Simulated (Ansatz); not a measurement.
AlN, response to strain

Start from AlN in the wurtzite structure (space group P6_3mc, No. 186; a = 3.114 Å, c = 4.983 Å).

Strains are applied to the cell and any free atomic positions relax.

Calculations: PBEsol/PAW in Ansatz (an electronic-structure program), scalar-relativistic without spin-orbit coupling.

Notes on the quantities. energy relative to the base: free energy F.

```
change                     electron mass  volume per atom  energy relative to the base
------------------------  --------------  ---------------  ---------------------------
base                                   –         10.46 Å³                   0 meV/atom
isotropic strain −3.00 %  0.33 mₑ (at Γ)          9.55 Å³                 +58 meV/atom
isotropic strain −2.40 %  0.33 mₑ (at Γ)          9.73 Å³                 +37 meV/atom
isotropic strain −1.80 %             [?]          9.91 Å³                          [?]
isotropic strain −1.20 %  0.31 mₑ (at Γ)         10.09 Å³                +8.8 meV/atom
isotropic strain −0.60 %               –         10.27 Å³                +2.2 meV/atom
```

Q: Complete the table.

A: 
- isotropic strain −1.80 %, electron mass: 0.32 mₑ (at Γ)
- isotropic strain −1.80 %, energy relative to the base: +20 meV/atom

The levels and masses belong to the bands next to the band gap. Masses are band curvatures over ±0.01 Å⁻¹ around the edge. Stability against distortions was not tested.
